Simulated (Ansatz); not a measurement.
# What each level gives and costs: MgI2 (P-3m1, 3 atoms in the cell)

```xyz
3
Lattice="4.1948 0.0000 0.0000 -2.0974 3.6328 0.0000 0.0000 0.0000 7.1043" Properties=species:S:1:pos:R:3 pbc="T T T"
Mg     0.0000     0.0000     0.0000
I      0.0000     2.4219     1.6630
I      2.0974     1.2109     5.4413
```

Program: Ansatz (a quantum-chemistry and plane-wave program), PAW files made with PBE; each row names its functional.

Base settings: basis.ecutwfc = 420 eV; kpoints.mp_grid.grid = 5 5 3; hamiltonian.xc = pbe0; hamiltonian.pseudopotentials = {kind: paw} (the program's default PAW files); scf.occupations.method = fixed.

Differences are taken from PBE0, a reference of convenience: it is no measurement, and no ranking of the functionals follows.

Core times come from one kind of shared machine and are given to one figure; runs under 30 s give none.

The starting cell comes from a database of computed structures (which also holds hypothetical and non-ambient phases and stackings), without a prior relaxation at this level. Its lattice was rescaled by a random factor within 2.5 % of one. Spin-orbit coupling is off. Ansatz's pressure includes its estimate of the finite-basis (Pulay) stress. Another mesh or the band path of this cell gives a smaller gap, so this value is not converged in the mesh.

| level | gap on the mesh less reference (eV) | pressure less reference (GPa) | largest difference in the force on any atom (eV/Å) | core time / reference (rough) |
|---|---|---|---|---|
| PBE | -1.681 | 0.68 | 0.112 | – |
| HSE06 | -0.709 | 0.00 | 0.006 | 1 |
| PBE0 | 0.000 | 0.00 | 0.000 | 1 |

Keys are those of Ansatz 0.2.
